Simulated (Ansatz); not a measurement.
We consider Sn2S3 (Pnma, No. 62), described by HSE06 (Ansatz, a quantum-chemistry and plane-wave program, plane waves, PAW).

Run with plane-wave cutoff 500 eV, 4×6×2 k mesh (along the axes of the cell as run), gaussian smearing 0.02 eV, scalar-relativistic PAW data made under PBE.

Cell (relaxed with r²SCAN):

```yaml
crystal:
  lattice:
    - [9.17504, 0.00000, 0.00000]
    - [0.00000, 3.75906, 0.00000]
    - [0.00000, 0.00000, 14.43352]
  atoms:
    - { symbol: Sn, position: [0.34162, 0.75000, 0.55143] }
    - { symbol: Sn, position: [0.65838, 0.25000, 0.44857] }
    - { symbol: Sn, position: [0.15838, 0.25000, 0.05143] }
    - { symbol: Sn, position: [0.84162, 0.75000, 0.94857] }
    - { symbol: Sn, position: [0.96583, 0.75000, 0.33434] }
    - { symbol: Sn, position: [0.03417, 0.25000, 0.66566] }
    - { symbol: Sn, position: [0.53417, 0.25000, 0.83434] }
    - { symbol: Sn, position: [0.46583, 0.75000, 0.16566] }
    - { symbol: S, position: [0.47867, 0.75000, 0.39583] }
    - { symbol: S, position: [0.52133, 0.25000, 0.60417] }
    - { symbol: S, position: [0.02133, 0.25000, 0.89583] }
    - { symbol: S, position: [0.97867, 0.75000, 0.10417] }
    - { symbol: S, position: [0.83093, 0.75000, 0.50143] }
    - { symbol: S, position: [0.16907, 0.25000, 0.49857] }
    - { symbol: S, position: [0.66907, 0.25000, 0.00143] }
    - { symbol: S, position: [0.33093, 0.75000, 0.99857] }
    - { symbol: S, position: [0.22264, 0.75000, 0.70884] }
    - { symbol: S, position: [0.77736, 0.25000, 0.29116] }
    - { symbol: S, position: [0.27736, 0.25000, 0.20884] }
    - { symbol: S, position: [0.72264, 0.75000, 0.79116] }
```

Task: What does this level give for the band gap?

Result: 
band gap: 1.51 eV (on the SCF k mesh)

Note: cell and atoms aren't relaxed at this level (largest force component 0.17 eV/Å, pressure -0.6 GPa).

Spin–orbit coupling is not included.

Static lattice: no zero-point or thermal effects.
